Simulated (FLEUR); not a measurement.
Worked example: self-consistent single point of TePb₂S (R-3m, 4 atoms in the cell) in FLEUR

Method of the run: PBEsol, all-electron FLAPW (FLEUR), scalar-relativistic valence run with FLEUR.

The input file:

Input of the input generator:

```
TePb2S FLAPW
&input film=f /
2.2219751174 1.2828579322 7.2598900000
-2.2219751174 1.2828579322 7.2598900000
0.0000000000 -2.5657158644 7.2598900000
1.8897261246
1.0 1.0 1.0

4
52 0.5000000000 0.5000000000 0.5000000000
82 0.7417160000 0.7417160000 0.7417160000
82 0.2582840000 0.2582840000 0.2582840000
16 0.0000000000 0.0000000000 0.0000000000

&comp jspins=1 /
&exco xctyp='PBEs' /
&kpt div1=3 div2=3 div3=3 /
&end /
```

```xml
<?xml version="1.0" encoding="UTF-8" standalone="no"?>
<fleurInput fleurInputVersion="0.39">
   <comment>
      TePb2S FLAPW                                                                                        
   </comment>
   <calculationSetup>
      <cutoffs Kmax="3.8" Gmax="15.2" GmaxXC="15.2" numbands="0"/>
      <scfLoop itmax="100" minDistance="0.00001" maxIterBroyd="25" imix="Anderson" alpha="0.05" precondParam="0.0" spinf="2.0"/>
      <coreElectrons ctail="T" frcor="F" kcrel="0" coretail_lmax="0"/>
      <xcFunctional name="PBEs" relativisticCorrections="F"/>
      <magnetism jspins="1"/>
      <soc l_soc="F" theta="0.0" phi="0.0" spav="F"/>
      <expertModes spex="0" secvar="F"/>
      <geometryOptimization l_f="T" forcealpha="1.0" forcemix="BFGS" epsdisp="0.00001" epsforce="0.00001"/>
      <ldaU l_linMix="F" mixParam="0.05" spinf="1.0"/>
   </calculationSetup>
   <cell>
      <bzIntegration valenceElectrons="50.0" mode="gauss" fermiSmearingEnergy="0.00073499">
         <kPointListSelection listName="default-1"/>
         <!-- k-points included here -->
         <xi:include xmlns:xi="http://www.w3.org/2001/XInclude" href="kpts.xml"> </xi:include>
      </bzIntegration>
      <!-- symmetry operations included here -->
      <xi:include xmlns:xi="http://www.w3.org/2001/XInclude" href="sym.xml"> </xi:include>
      <bulkLattice scale="1.0">
         <bravaisMatrix>
            <row-1>    4.1989244275619315     2.4242501486286754    13.7192037947222936</row-1>
            <row-2>   -4.1989244275619315     2.4242501486286754    13.7192037947222936</row-2>
            <row-3>    0.0000000000000000    -4.8485002972573508    13.7192037947222936</row-3>
         </bravaisMatrix>
      </bulkLattice>
   </cell>
   <atomSpecies>
      <species name="Tellurium (Te)" element="Te" atomicNumber="52">
         <mtSphere radius="2.68" gridPoints="925" logIncrement="0.014"/>
         <atomicCutoffs lmax="10" lnonsphr="8"/>
         <electronConfig flipSpins="F">
            <coreConfig>(1s1/2) (2s1/2) (2p1/2) (2p3/2) (3s1/2) (3p1/2) (3p3/2) (4s1/2) (3d3/2) (3d5/2) (4p1/2) (4p3/2)</coreConfig>
            <valenceConfig>(5s1/2) (4d3/2) (4d5/2) (5p1/2) (5p3/2)</valenceConfig>
            <stateOccupation state="(5p1/2)" spinUp="0.6666666666667" spinDown="0.6666666666667"/>
            <stateOccupation state="(5p3/2)" spinUp="1.3333333333333" spinDown="1.3333333333333"/>
         </electronConfig>
         <energyParameters s="5" p="5" d="5" f="4"/>
         <lo type="SCLO" l="2" n="4" eDeriv="0"/>
      </species>
      <species name="Lead (Pb)" element="Pb" atomicNumber="82">
         <mtSphere radius="2.68" gridPoints="925" logIncrement="0.015"/>
         <atomicCutoffs lmax="10" lnonsphr="8"/>
         <electronConfig flipSpins="F">
            <coreConfig>(1s1/2) (2s1/2) (2p1/2) (2p3/2) (3s1/2) (3p1/2) (3p3/2) (4s1/2) (3d3/2) (3d5/2) (4p1/2) (4p3/2) (5s1/2) (4d3/2) (4d5/2) (4f5/2) (4f7/2) (5p1/2) (5p3/2)</coreConfig>
            <valenceConfig>(6s1/2) (5d3/2) (5d5/2) (6p1/2) (6p3/2)</valenceConfig>
            <stateOccupation state="(6p1/2)" spinUp="0.3333333333333" spinDown="0.3333333333333"/>
            <stateOccupation state="(6p3/2)" spinUp="0.6666666666667" spinDown="0.6666666666667"/>
         </electronConfig>
         <energyParameters s="6" p="6" d="6" f="5"/>
         <lo type="SCLO" l="2" n="5" eDeriv="0"/>
      </species>
      <species name="Sulfur (S)" element="S" atomicNumber="16">
         <mtSphere radius="2.12" gridPoints="731" logIncrement="0.016"/>
         <atomicCutoffs lmax="8" lnonsphr="6"/>
         <electronConfig flipSpins="F">
            <coreConfig>(1s1/2) (2s1/2) (2p1/2) (2p3/2)</coreConfig>
            <valenceConfig>(3s1/2) (3p1/2) (3p3/2)</valenceConfig>
            <stateOccupation state="(3p1/2)" spinUp="0.6666666666667" spinDown="0.6666666666667"/>
            <stateOccupation state="(3p3/2)" spinUp="1.3333333333333" spinDown="1.3333333333333"/>
         </electronConfig>
         <energyParameters s="3" p="3" d="3" f="4"/>
      </species>
   </atomSpecies>
   <atomGroups>
      <atomGroup species="Tellurium (Te)">
         <relPos label="                   1">1.000/2.000 1.000/2.000 1.000/2.000</relPos>
         <force calculate="T" relaxXYZ="TTT"/>
      </atomGroup>
      <atomGroup species="Lead (Pb)">
         <relPos label="                   2">-.2582840000 -.2582840000 -.2582840000</relPos>
         <relPos label="                   3">.2582840000 .2582840000 .2582840000</relPos>
         <force calculate="T" relaxXYZ="TTT"/>
      </atomGroup>
      <atomGroup species="Sulfur (S)">
         <relPos label="                   4">.0000000000 .0000000000 .0000000000</relPos>
         <force calculate="T" relaxXYZ="TTT"/>
      </atomGroup>
   </atomGroups>
   <output dos="F" band="F" slice="F">
      <checks vchk="F" cdinf="F"/>
      <bandDOS minEnergy="-.5*Htr" maxEnergy="0.5*Htr" sigma="0.015" storeEVData="T"/>
      <vacuumDOS vacdos="F" integ="F" star="F" nstars="0" locx1="0.0" locy1="0.0" locx2="0.0" locy2="0.0" nstm="0" tworkf="0.0"/>
      <unfoldingBand unfoldBand="F" supercellX="1" supercellY="1" supercellZ="1"/>
      <plotting iplot="0" polar="F">
         <plot TwoD="T" vec1="  1.0  0.0  0.0" vec2="  0.0  1.0  0.0" vec3="  0.0  0.0  1.0" zero="  0.0  0.0  0.0" file="plot"/>
      </plotting>
      <chargeDensitySlicing numkpt="0" minEigenval="0.0" maxEigenval="0.0" nnne="0" pallst="F"/>
      <specialOutput eonly="F"/>
      <magneticCircularDichroism mcd="F" energyLo="-10.0" energyUp="0.0"/>
   </output>
  <!-- We include the file relax.xml here to enable relaxations (see documentation) -->
  <xi:include xmlns:xi="http://www.w3.org/2001/XInclude" href="relax.xml"> <xi:fallback/> </xi:include>
</fleurInput>
```

Output, abridged:

```
      Welcome to FLEUR        (www.flapw.de)
      MaX-Release 8.1          (www.max-centre.eu)

 ========== k-point set info ==========
 Selected k-point list: default-1
 k-point list type: mesh
 3 x 3 x 3
 Number of k points: 6

 ------------Calculation Setup---------------------------
           1           2           3           6
 Number of basis functions:          801
 Iteration:     1   Distance:       6.30293261 me/bohr^3
 Iteration:     2   Distance:       5.62190139 me/bohr^3
 Iteration:     3   Distance:       2.77888144 me/bohr^3
 Iteration:     4   Distance:       2.17095887 me/bohr^3
 Iteration:     5   Distance:       0.92495195 me/bohr^3
 Iteration:     6   Distance:       0.49671139 me/bohr^3
   [... 6 lines left out ...]
 Iteration:    13   Distance:       0.00050053 me/bohr^3
 Iteration:    14   Distance:       0.00042362 me/bohr^3
 Iteration:    15   Distance:       0.00017357 me/bohr^3
 Iteration:    16   Distance:       0.00002717 me/bohr^3
 Iteration:    17   Distance:       0.00000535 me/bohr^3
 Reset of history

 Run finished successfully
 Stop message:
   Structural relaxation: new displacements generated

[file out, last iteration]
             iter=     18
          p o t e n t i a l   g e n e r a t o r
[...]
          integral of pseudo charge density inside the slab=        0.000000   0.000000
     coulomb potential in the interstitial region:
          density-coulomb potential integrals
          total density-coulomb potenti   -85263.9719893515
          density-effective potential integrals for spin  1
          total density-effective poten   -8.6537918660E+04
          charge density-energy density integrals
          total charge density-energy d   -9.6754907950E+02
 Updated energy parameters for spin:           1
  Atom    1 5s branch from -5.61 to  0.28 htr. ; e_l = -0.1746
  Atom    1 5p branch from -3.77 to  0.90 htr. ; e_l =  0.1271
  Atom    1 5d branch from -1.10 to  1.98 htr. ; e_l =  0.3768
  Atom    1 4f branch from -9.99 to  1.52 htr. ; e_l =  0.5353
  Atom    1 4d branch from-20.13 to -1.10 htr. ; e_l(l -1.1041
  Atom    2 6s branch from -4.90 to  0.51 htr. ; e_l = -0.0939
  Atom    2 6p branch from -2.76 to  1.33 htr. ; e_l =  0.1939
  Atom    2 6d branch from -0.34 to  2.67 htr. ; e_l =  0.4020
  Atom    2 5f branch from -4.49 to  1.80 htr. ; e_l =  0.5355
  Atom    2 5d branch from-14.34 to -0.34 htr. ; e_l(l -0.3939
  Atom    3 3s branch from -7.31 to  0.45 htr. ; e_l = -0.2490
  Atom    3 3p branch from -5.29 to  1.02 htr. ; e_l =  0.0663
  Atom    3 3d branch from -9.99 to  1.71 htr. ; e_l =  0.3376
  Atom    3 4f branch from -9.99 to  4.07 htr. ; e_l =  0.5105
[...]
 fermi energy and band-weighting factors:
at   0.33333   0.33333   0.33333   k-weight:    0.074074
   39 eigenvalues :
   -1.107933   -1.107670   -1.107670   -1.106411   -1.106411   -0.398306   -0.398306   -0.397819
   -0.397819   -0.397741   -0.397735   -0.397735   -0.397545   -0.396791   -0.396791   -0.249236
   -0.202022   -0.075377   -0.027265    0.141533    0.141533    0.166831    0.185655    0.185655
    0.190418    0.270499    0.292655    0.292655    0.330940    0.342528    0.342528    0.428402
    0.463968    0.463968    0.470442    0.514932    0.514932    0.559684    0.574511
   [... 2 blocks of this kind left out ...]

[...]
FERMIE:
          first approx. to ef    (T=0)  :   0.211217 htr   (energy of the highest occ. eigenvalue)
          number of occ. states  (T=0)  :        150
          first approx. to seigv (T=0)  : -18.473231 htr
          sum of weights of occ. states :  25.000000
          sum of semicore charge        :   0.000000 e
          fermi energy=   0.21422 har   work function=  -5.82913 ev
          number of valence electrons=  50.00000
     band-weighting factor for spin=    1
     k-point=    1
      0.074 0.074 0.074 0.074 0.074 0.074 0.074 0.074 0.074 0.074 0.074 0.074 0.074 0.074 0.074 0.074
      0.074 0.074 0.074 0.074 0.074 0.074 0.074 0.074 0.074 0.000 0.000 0.000 0.000 0.000 0.000 0.000
      0.000 0.000 0.000 0.000 0.000 0.000 0.000
     k-point=    2
      0.222 0.222 0.222 0.222 0.222 0.222 0.222 0.222 0.222 0.222 0.222 0.222 0.222 0.222 0.222 0.222
      0.222 0.222 0.222 0.222 0.222 0.222 0.222 0.222 0.222 0.000 0.000 0.000 0.000 0.000 0.000 0.000
      0.000 0.000 0.000 0.000 0.000 0.000 0.000
     k-point=    3
      0.222 0.222 0.222 0.222 0.222 0.222 0.222 0.222 0.222 0.222 0.222 0.222 0.222 0.222 0.222 0.222
      0.222 0.222 0.222 0.222 0.222 0.222 0.222 0.222 0.222 0.000 0.000 0.000 0.000 0.000 0.000 0.000
      0.000 0.000 0.000 0.000 0.000 0.000 0.000
     k-point=    4
      0.222 0.222 0.222 0.222 0.222 0.222 0.222 0.222 0.222 0.222 0.222 0.222 0.222 0.222 0.222 0.222
      0.222 0.222 0.222 0.222 0.222 0.222 0.222 0.222 0.222 0.000 0.000 0.000 0.000 0.000 0.000 0.000
      0.000 0.000 0.000 0.000 0.000 0.000 0.000
     k-point=    5
      0.222 0.222 0.222 0.222 0.222 0.222 0.222 0.222 0.222 0.222 0.222 0.222 0.222 0.222 0.222 0.222
      0.222 0.222 0.222 0.222 0.222 0.222 0.222 0.222 0.222 0.000 0.000 0.000 0.000 0.000 0.000 0.000
      0.000 0.000 0.000 0.000 0.000 0.000 0.000
     k-point=    6
      0.037 0.037 0.037 0.037 0.037 0.037 0.037 0.037 0.037 0.037 0.037 0.037 0.037 0.037 0.037 0.037
      0.037 0.037 0.037 0.037 0.037 0.037 0.037 0.037 0.037 0.000 0.000 0.000 0.000 0.000 0.000 0.000
      0.000 0.000 0.000 0.000 0.000 0.000 0.000
          sum of eigenvalues-correction=   -18.47323
          sum of weight                =    25.00000
          total moment                 =     0.00000
 Direct bandgap for spin            1 :    2.5024566309166218E-002  Htr
 at k-point            6  with k-vector    0.0000000000000000        0.0000000000000000        0.0000000000000000
          valence density: spin= 1
[...]
     l-like charge
     atom     s        p        d        f        total
 -->  1    1.58219  2.58644 10.01388  0.00741   14.19121
 -->  2    1.48728  0.56251  9.85958  0.01431   11.92628
 -->  3    1.49979  2.64676  0.01925  0.00131    4.16729
          total charge for spin  1=   50.000000
          interst. charge =       7.788948
          mt charge=             14.191206   11.926276    4.167293
          total charge  =   50.000000
          z= 52.     r(1)=  0.645805E-05     dx= 0.014000     m.t.index= 925
               n    l     j    energy       weight
               1.   0.   0.5-1160.5270      2.0000
               2.   0.   0.5 -177.5638      2.0000
               2.   1.   0.5 -166.3578      2.0000
   [... 9 lines left out ...]
          atom type    1  (spin 1)
          kinetic energy=  0.701605163596E+04     sum of the eigenvalues= -0.411404013299E+04
          0.00025842  electrons lost from core.
   [... 2 blocks of this kind left out ...]

          total charge for spin  1=  232.000000
          interst. charge =       7.793411
          mt charge=             50.190950   79.924232   14.167175
          total charge  =  232.000000
          zc=   232.000000     qfix=    1.000000
     t o t a l  e n e r g y
          sum of eigenvalues =            -30229.9749715388
          density-coulomb potential int   -85263.9719893515
          density-effective potential i   -86537.9186596813
          charge density-ex.-corr.energ     -967.5490795009
          el.-nucl. inter. diff. m.t.       8240.9373837440
          Madelung term for atom type:       -23.5880059518
          el.-nucl. inter. diff. m.t.      52924.4327763170
          Madelung term for atom type:       -79.1720248359
          el.-nucl. inter. diff. m.t.        470.5410042510
          Madelung term for atom type:        -8.5094316998
 ---->    total energy=                   -49038.7720128337 htr
 ---->    (input%tkb*entropy) TS=              0.0000000000 htr
 ---->    free energy=                    -49038.7720128337 htr
      extrapolation for T->0
 ---->    total electron energy=          -49038.7720128337 htr
 ***** TOTAL FORCES ON ATOMS *****
 TOTAL FORCE FOR ATOM TYPE=  1  X=  0.000   Y=  0.000   Z= 20.579
                       FX_TOT= 0.000000 FY_TOT= 0.000000 FZ_TOT= 0.000000
 TOTAL FORCE FOR ATOM TYPE=  2  X=  0.000   Y=  0.000   Z=-10.630
                       FX_TOT= 0.000000 FY_TOT= 0.000000 FZ_TOT= 0.000544
 TOTAL FORCE FOR ATOM TYPE=  3  X=  0.000   Y=  0.000   Z=  0.000
                       FX_TOT= 0.000000 FY_TOT= 0.000000 FZ_TOT= 0.000000
```

The run converged in 17 iterations. FLEUR gives forces in its relaxation mode, with a further iteration, so its stop message speaks of a relaxation.

The starting cell comes from a database of computed structures (which also holds hypothetical and non-ambient phases and stackings), without a prior relaxation at this level. Spin-orbit coupling is off. Values depend on the basis (sphere radii, cutoffs, local orbitals), which need not be converged.

Cost on one core of a shared machine: roughly 3 min.
